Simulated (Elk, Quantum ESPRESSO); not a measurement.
A Quantum ESPRESSO input for a self-consistent single point of CsLiBr2 (P4/nmm, 8 atoms in the cell) (DFT, LDA (PZ), spin-orbit coupling, plane waves, PseudoDojo fully relativistic norm-conserving (PBE) pseudopotentials):

```fortran
&CONTROL
   calculation = 'scf'
   prefix = 'scf'
   outdir = './tmp/'
   pseudo_dir = './'
   tprnfor = .true.
   tstress = .true.
/
&SYSTEM
   ibrav = 6
   celldm(1) = 9.791124586
   celldm(3) = 1.91654121407
   nat = 8
   ntyp = 3
   ecutwfc = 75
   occupations = 'fixed'
   nbnd = 60
   noncolin = .true.
   lspinorb = .true.
   input_dft = 'pz'
/
&ELECTRONS
   conv_thr = 1.0d-9
   mixing_beta = 0.7
/
ATOMIC_SPECIES
Cs   132.9055  Cs.upf
Li     6.9400  Li.upf
Br    79.9040  Br.upf
ATOMIC_POSITIONS {crystal}
Cs    0.000000000    0.500000000    0.300030000
Cs    0.500000000    0.000000000    0.699970000
Li    0.500000000    0.000000000    0.082480000
Li    0.000000000    0.500000000    0.917520000
Br    0.000000000    0.500000000    0.665920000
Br    0.500000000    0.000000000    0.334080000
Br    0.000000000    0.000000000    0.000000000
Br    0.500000000    0.500000000    0.000000000
K_POINTS {automatic}
3 3 2  0 0 0
```

### Question
Write the same calculation as an input for Elk.

### Answer
This is the input that was run; spellings and numerical settings could be chosen otherwise.

```
tasks
  0

spinorb
  .true.

lmaxi
  3

nempty
  10

stype
  0

swidth
  0.0001

maxscl
  100

avec
    9.7911245860    0.0000000000    0.0000000000
    0.0000000000    9.7911245860    0.0000000000
    0.0000000000    0.0000000000   18.7650938011

sppath
  './'

atoms
  3
  'Cs.in'
  2
  0.0000000000  0.5000000000  0.3000300000    0.0 0.0 0.0
  0.5000000000  0.0000000000  0.6999700000    0.0 0.0 0.0
  'Li.in'
  2
  0.5000000000  0.0000000000  0.0824800000    0.0 0.0 0.0
  0.0000000000  0.5000000000  0.9175200000    0.0 0.0 0.0
  'Br.in'
  4
  0.0000000000  0.5000000000  0.6659200000    0.0 0.0 0.0
  0.5000000000  0.0000000000  0.3340800000    0.0 0.0 0.0
  0.0000000000  0.0000000000  0.0000000000    0.0 0.0 0.0
  0.5000000000  0.5000000000  0.0000000000    0.0 0.0 0.0

ngridk
  3 3 2
```

Basis, cutoffs, solver keys and any potentials are the target program's own. This input uses DFT, LDA (PW92), spin-orbit coupling in second variation, all-electron FP-LAPW, Elk's shipped species files, default APW+lo basis. LDA parametrisations can differ slightly between programs.

The starting cell comes from a database of computed structures (which also holds hypothetical and non-ambient phases and stackings), without a prior relaxation at this level.
